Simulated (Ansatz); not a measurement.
The parent structure is BeS in the zinc blende structure (space group F-43m, No. 216; a = 4.796 Å). Axes: x, y, z lie along the cube axes.

Computed with LDA in Ansatz (plane waves to 420 eV, PAW, scalar-relativistic without spin-orbit coupling).

Modification: tensile biaxial strain of 1.50 % in the plane normal to [001], as in epitaxy on a mismatched substrate; the out-of-plane cell vector and the atoms relax.

**Question.** How does this affect the in-plane stress and out-of-plane strain?

**Answer.** The mean in-plane stress (compression positive) comes out as -2.6 GPa; the out-of-plane strain amounts to -1.25 %.

Stability against distortions was not tested.

Ansatz is a program for electronic structure.
